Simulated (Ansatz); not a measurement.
Ansatz (an electronic-structure program) run on CaHg (Pm-3m, 2 atoms in the cell): relaxation of cell and atoms.

Method of the run: PBEsol, default PAW files made with PBE (plane waves; Ansatz).

The change in words: atoms on their sites; basis.ecutwfc: 420 eV → 505 eV; relax: default → cell and atoms. Reference geometry:
```
CaHg
1.0
    3.77342     0.00000     0.00000
    0.00000     3.77342     0.00000
    0.00000     0.00000     3.77342
Ca Hg
1 1
Direct
  0.00000   0.00000   0.01325
  0.50000   0.50000   0.50000
```

Reference input (self-consistent single point, DFT, PBEsol, plane waves, default PAW files made with PBE): basis.ecutwfc = 420 eV; kpoints.mp_grid.grid = 9 9 9; hamiltonian.xc = pbesol; hamiltonian.pseudopotentials = {kind: paw} (the program's default PAW files); scf.occupations.method = gaussian; scf.occupations.width = 0.1 eV. This run's input differs from it in these lines:

Ansatz 0.2 input:
```diff
@@ -7,6 +7,6 @@
   atoms:
-    - { symbol: Ca, position: [0.000000, 0.000000, 0.013251] }
+    - { symbol: Ca, position: [0.000000, 0.000000, 0.000000] }
     - { symbol: Hg, position: [0.500000, 0.500000, 0.500000] }
 basis:
-  ecutwfc: 420.0
+  ecutwfc: 505.0
 kpoints:
@@ -22,2 +22,4 @@
     width: 0.1
+relax:
+  cell: {}
 output:
```

Output (repeated stretches shortened):

```
   [... SCF lines of the steps left out ...]
relax step   1: F+E_penalty+E_count = -15462.97181271 eV  Δ(F+E_penalty+E_count) = +0.000e0 eV  max|allowed force component| = 7.142e-29 eV/Å  Δτ_max = 0.0000 Å  P = -1.645 GPa  Ω = 53.729 Å³  (6 SCF iters, dr2 threshold 1.00e-7 eV, accepted)
relax step   2: F+E_penalty+E_count = -15462.98396544 eV  Δ(F+E_penalty+E_count) = -1.215e-2 eV  max|allowed force component| = 7.502e-30 eV/Å  Δτ_max = 0.0000 Å  P = -0.195 GPa  Ω = 51.686 Å³  energy of the carried Pulay correction = +7.676e-5 eV  [...]
relax step   3: F+E_penalty+E_count = -15462.98412223 eV  Δ(F+E_penalty+E_count) = -1.568e-4 eV  max|allowed force component| = 3.445e-29 eV/Å  Δτ_max = 0.0000 Å  P = +0.017 GPa  Ω = 51.423 Å³  energy of the carried Pulay correction = +8.684e-5 eV  [...]
relax step   4: F+E_penalty+E_count = -15462.98404522 eV  Δ(F+E_penalty+E_count) = +7.701e-5 eV  max|allowed force component| = 4.628e-29 eV/Å  Δτ_max = 0.0000 Å  P = +0.015 GPa  Ω = 51.423 Å³  stress off target by 1.55e-2 GPa  SCF on the basis [...]
basis re-selected at this cell: Δ(F+E_penalty+E_count) = +7.701e-5 eV, ΔP = -0.001 GPa vs the last step
the relaxation is at rest under the 48 symmetry operations that the run kept from its start: a minimum is not shown …
Stability not checked: this state was not tested for a lower state beside it, because too few of the mixer's solves of this state at the end of the SCF gave a …
Free energy (F): -15462.984045 eV
Internal energy: -15462.974579 eV  (E = F + TS)
   [... lines left out ...]
Fermi energy:    11.334879 eV
   [... lines left out ...]
to start a new deck from the relaxed geometry:
  cell:  # Å, volume = 51.4231 Å³
    - [3.71865649405699, -1.670142373648306e-33, -2.5679065925163143e-34]
    - [-1.1565610551450433e-33, 3.71865649405699, 0.0]
    - [0.0, 0.0, 3.71865649405699]
  atoms:
    - { symbol: Ca, position: [6.805244449182051e-35, 1.5949791677846098e-36, -6.379916671107494e-36] }
    - { symbol: Hg, position: [0.5000000000000001, 0.5000000000000001, 0.5000000000000001] }
```

The run converged. 

Summary of the result:
| Property | Result |
|---|---|
| Free energy E − TS (on the zero of these files) | -15462.9840 eV |
| Fermi level (on the code's own zero) | 11.33 eV |
| Pressure | 0.02 GPa |
| Final cell | a = b = c = 3.7187 Å, α = β = γ = 90.00° |
| Final volume per atom | 25.71 Å³ |
| Relaxation steps | 4 |

The starting cell comes from a database of computed structures (which also holds hypothetical and non-ambient phases and stackings), without a prior relaxation at this level. Its lattice was rescaled by up to half a per cent. The relaxation keeps the symmetry of its start, so its end need not be a minimum. Ansatz's pressure includes its estimate of the finite-basis (Pulay) stress.
